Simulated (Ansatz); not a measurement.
Take BAs in the zinc blende structure (space group F-43m, No. 216) as the base.

```
CELL_PARAMETERS angstrom
      0.00000     2.36609     2.36609
      2.36609     0.00000     2.36609
      2.36609     2.36609     0.00000
ATOMIC_POSITIONS crystal
  B  0.00000 0.00000 0.00000
  As 0.25000 0.25000 0.25000
```

Cartesian axes are those of the cell as printed.

Computed with LDA (Ansatz, an electronic-structure program), spin-orbit coupling left out.

It is then changed as follows: every lattice vector is shortened by 2.50 %; the atoms relax in the strained cell.

Question: Predict the stress tensor and what it implies for the stiffness.

Answer: Stress of the strained cell less that of the base (GPa, compression positive):
```
  13.02    0.00    0.00
   0.00   13.02    0.00
   0.00    0.00   13.02
```

Then B = −ΔP/(ΔV/V₀) with ΔV/V₀ = -0.0731 gives secant stiffness values (nonlinear terms included at this strain): B ≈ 178 GPa.

As a check, the harmonic strain energy −½ V₀ Δσ:ε is 40 meV/atom; the computed energy rise is 37 meV/atom.

No phonon test of stability was made.
